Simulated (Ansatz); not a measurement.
Base system: Cl (2 atoms a cell; a hypothetical phase, not in the database extracts checked; relaxed with 0.1 eV smearing).

```
Cl
1.0
    0.00000     1.83691     6.95813
    1.83670     0.00000     6.95813
    1.83670     1.83691     0.00000
Cl
2
Direct
  0.13201   0.13201   0.86799
  0.86799   0.86799   0.13201
```

Cartesian axes are those of the cell as printed.

Level of theory: r2SCAN+rVV10 (Ansatz, a first-principles code; PAW; 500 eV plane waves; without spin-orbit coupling).

It is then changed as follows: the cell is stretched by 4.16 % along x with no lateral relaxation, atoms relaxed at fixed cell.

Predict the stress tensor and what it implies for the stiffness.

Stress of the strained cell less that of the base (GPa, compression positive):
```
   -3.7     0.0     0.0
    0.0    -3.2     0.0
    0.0     0.0     0.0
```

Then −Δσ_ii/ε with ε = 0.0416 gives secant stiffness values (nonlinear terms included at this strain): C11 ≈ 88 GPa and C12 ≈ 77 GPa.

As a check, the harmonic strain energy −½ V₀ Δσ:ε is 11 meV/atom; the computed energy rise is 12 meV/atom.

Stability against distortions was not tested.
